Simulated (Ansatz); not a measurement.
RuB2 (model structure, started from the AlB2 type, P6/mmm, No. 191, 3 atoms in the cell) was calculated with LDA (PAW; Ansatz, an electronic-structure program).

Run with plane-wave cutoff 520 eV, 24×24×18 k mesh (along the axes of the cell as run), Fermi–Dirac smearing 0.05 eV, no spin polarisation, scalar-relativistic PAW data made under PBE.

Cell (relaxed at this level):

Space group P6/mmm (No. 191); a = b = 2.9828 Å, c = 3.2178 Å, α = β = 90.00°, γ = 120.00°

| atom | site | symmetry | x | y | z |
|---|---|---|---|---|---|
| Ru | 1a | 6/mmm | 0.0000 | 0.0000 | 0.0000 |
| B | 2d | -6m2 | 0.3333 | 0.6667 | 0.5000 |

Task: Give the computed bulk modulus.

Result: 
* **bulk modulus**: 323 GPa

Note: the run has no spin polarisation, so it can have missed a magnetic state; the bulk modulus is −V dP/dV from two relaxed cells at ±2 % in volume; the relaxation could raise the start's symmetry but not lower it, so the cell can be a saddle point.

The result took very roughly 90 core-seconds.

A model structure was made by putting elements into a prototype or built by hand; it is no filed structure, need not be a known phase, and can be a saddle point held by its symmetry.
